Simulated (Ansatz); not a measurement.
Cubic perovskite KZnF3, treated with RPBE (Ansatz, an electronic-structure program, plane waves, PAW).

Settings: plane-wave cutoff 520 eV, 8×8×8 k mesh, Fermi–Dirac smearing 0.01 eV, scalar-relativistic PAW data made under PBE.

Energies at three volumes about the minimum:

| V (Å³/atom) | E − E_lowest (meV/atom) |
|---|---|
| 14.624 | 1.14 |
| 14.923 | 0.00 |
| 15.221 | 1.06 |

Question: Fit a parabola by hand: where is the minimum, what lattice constant follows, and what is the bulk modulus?

Answer: Slopes: (0.00 − 1.14)/(14.923 − 14.624) = -3.813 and (1.06 − 0.00)/(15.221 − 14.923) = 3.557 meV/Å³. Curvature E″ = 2 × (3.557 − (-3.813))/(15.221 − 14.624) = 24.690 meV/Å⁶. From the middle of the first interval, the slope vanishes at V0 = 14.7735 − (-3.813)/24.690 = 14.928 Å³/atom. B = V0 E″ = 14.928 × 24.690 meV/Å³ × 0.1602 GPa per meV/Å³ = 59.1 GPa. With 5 atoms in the cube, a = (5 × 14.928)^(1/3) = 4.210 Å. The full Birch–Murnaghan fit to all volumes gives V0 = 14.923 Å³/atom and B0 = 58.7 GPa.

Measured, for comparison: bulk modulus 80 GPa (temperature not stated, no zero-point or thermal correction, (C11+2C12)/3; as tabulated in Vaitheeswaran et al. (2016), arXiv:1609.00541); lattice constant a 4.055 Å (room temperature, no zero-point or thermal correction; as tabulated in Dubrovin et al. (2021), arXiv:2110.13026). Computed (rounded) less measured: bulk modulus -27 %.

Note: the cell is over a tenth larger than the published one: the level's own overestimate first of all, though another phase or state, or a fault of the published cell, is possible.
